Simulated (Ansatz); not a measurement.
## A computed series for PtGe: response to strain

The parent structure is PtGe (space group Pnma, No. 62).

```
PtGe
1.0
    5.77178     0.00000     0.00000
    0.00000     3.71303     0.00000
    0.00000     0.00000     6.12875
Pt Ge
4 4
Cartesian
  5.75214   0.92826   1.18452
  2.86625   0.92826   1.87986
  0.01964   2.78477   4.94423
  2.90553   2.78477   4.24889
  1.07782   0.92826   3.59834
  3.96371   0.92826   5.59479
  4.69397   2.78477   2.53041
  1.80807   2.78477   0.53396
```

Cartesian axes are those of the cell as printed.

Strains are applied to the cell and any free atomic positions relax; under biaxial strain the out-of-plane vector relaxes too; under stress the whole cell relaxes.

Method: Ansatz (a program for electronic structure) r2SCAN, scalar-relativistic without spin-orbit coupling.

Notes on the quantities. pressure: mean of the normal stresses, compression positive.

```csv
variant,volume per atom,pressure,space group
base,16.42 Å³,0.0 GPa,Pnma (No. 62)
"biaxial strain −1.42 %, plane normal [001], relaxed out of plane",16.20 Å³,2.4 GPa,Pnma (No. 62)
"biaxial strain +3.10 %, plane normal [001], relaxed out of plane",[?],[?],Pnma (No. 62)
uniaxial strain ε_yy = +5.00 %,17.24 Å³,-6.7 GPa,Pnma (No. 62)
"uniaxial stress, 1 GPa tension along x",16.45 Å³,–,Pnma (No. 62)
tensor shear ε_xz = +0.36 %,16.42 Å³,0.0 GPa,P2_1/m (No. 11)
```

Question: Complete the table.

Answer: 
- biaxial strain +3.10 %, plane normal [001], relaxed out of plane, volume per atom: 16.90 Å³
- biaxial strain +3.10 %, plane normal [001], relaxed out of plane, pressure: -4.1 GPa

Without a gap, meshes like the base's 8×13×8 leave anisotropic stresses uncertain by several tenths of a GPa, and small strain energies with them. Beyond what the load breaks, stability against distortions was not tested. The final runs are not spin-polarised.
